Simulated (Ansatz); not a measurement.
## Hypothetical I4_132 B, response to strain

Consider B (space group I4_132, No. 214; a = 4.633 Å; a hypothetical phase, not in the database extracts checked). Axes: x, y, z lie along the cube axes.

Strains are applied to the cell and any free atomic positions relax; under biaxial strain the out-of-plane vector relaxes too.

Levels (all Ansatz, a quantum-chemistry and plane-wave program, PAW): PBEsol (420 eV, spin-orbit coupling left out); r2SCAN (500 eV, no spin-orbit coupling); HSE06 (420 eV, no spin-orbit coupling).

Band gaps by level, all at the geometries relaxed with PBEsol:

```csv
case,PBEsol,r2SCAN,HSE06
base,1.41 eV,1.76 eV,2.43 eV
"biaxial strain −0.78 %, plane normal [110], relaxed out of plane",1.36 eV,1.72 eV,2.39 eV
"biaxial strain +1.56 %, plane normal [110], relaxed out of plane",1.31 eV,1.67 eV,2.33 eV
isotropic strain +0.21 %,1.41 eV,1.76 eV,2.43 eV
isotropic strain +0.25 %,1.41 eV,1.76 eV,2.43 eV
tensor shear ε_yz = +2.36 %,1.25 eV,1.61 eV,2.26 eV
tensor shear ε_xz = −0.99 %,1.36 eV,1.72 eV,2.38 eV
```

Single points use the geometry relaxed with PBEsol. HSE06 was sampled on its mesh, a few special points and the semilocal edge points, so its gap is an upper bound. No phonon test of stability was made.
